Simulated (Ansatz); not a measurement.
Start from TiC in the rock salt structure (space group Fm-3m, No. 225; a = 4.329 Å; relaxed with 0.1 eV smearing). Axes: x, y, z lie along the cube axes.

Method: DFT with r2SCAN, PAW potentials and a 500 eV plane-wave cutoff in Ansatz (an electronic-structure program), scalar-relativistic without spin-orbit coupling, earlier PAW set.

The change: uniaxial stress, 3 GPa tension along z; all other stress components relax to zero.

Task: How does this affect the mean lateral Poisson ratio and energy relative to the base?

Result: The mean lateral Poisson ratio is 0.19; the energy rises by 0.6 meV/atom.

Load acts through the strain it causes; cell and atoms are relaxed under it. Stability under load was not tested beyond the relaxation. The final runs are not spin-polarised.
